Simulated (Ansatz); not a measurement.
Band-edge transport in semiconductors and insulators: compounds that share space group F-43m and stoichiometry, HSE06 with spin-orbit coupling, rigid bands (Ansatz, a quantum-chemistry and plane-wave program); geometry: cell and atoms relaxed with PBEsol.

```json
[
 {"Compound": "BP", "volume per atom (Å³)": "11.5", "band gap": "[?]", "electron conductivity mass": "0.32 mₑ", "hole conductivity mass": "0.41 mₑ", "Seebeck coefficient, n-type 1e19 cm⁻³": "-331 μV/K"},
 {"Compound": "AlP", "volume per atom (Å³)": "20.5", "band gap": "2.26 eV", "electron conductivity mass": "[?]", "hole conductivity mass": "0.67 mₑ", "Seebeck coefficient, n-type 1e19 cm⁻³": "-260 μV/K"},
 {"Compound": "InP", "volume per atom (Å³)": "25.4", "band gap": "1.41 eV", "electron conductivity mass": "0.095 mₑ", "hole conductivity mass": "0.54 mₑ", "Seebeck coefficient, n-type 1e19 cm⁻³": "-61 μV/K"},
 {"Compound": "AlAs", "volume per atom (Å³)": "22.8", "band gap": "1.99 eV", "electron conductivity mass": "0.32 mₑ", "hole conductivity mass": "[?]", "Seebeck coefficient, n-type 1e19 cm⁻³": "-260 μV/K"},
 {"Compound": "GaP", "volume per atom (Å³)": "20.1", "band gap": "[?]", "electron conductivity mass": "0.34 mₑ", "hole conductivity mass": "0.48 mₑ", "Seebeck coefficient, n-type 1e19 cm⁻³": "-329 μV/K"}
]
```

Task: Fill in the missing entries.

Result: 
- BP, band gap: 1.93 eV
- AlP, electron conductivity mass: 0.33 mₑ
- AlAs, hole conductivity mass: 0.56 mₑ
- GaP, band gap: 2.22 eV

Masses are for dilute carriers at 300 K, harmonic means over directions unless an axis is named. Seebeck coefficients are for the stated density at 300 K, with one relaxation time for all states and whether or not that doping can be reached.
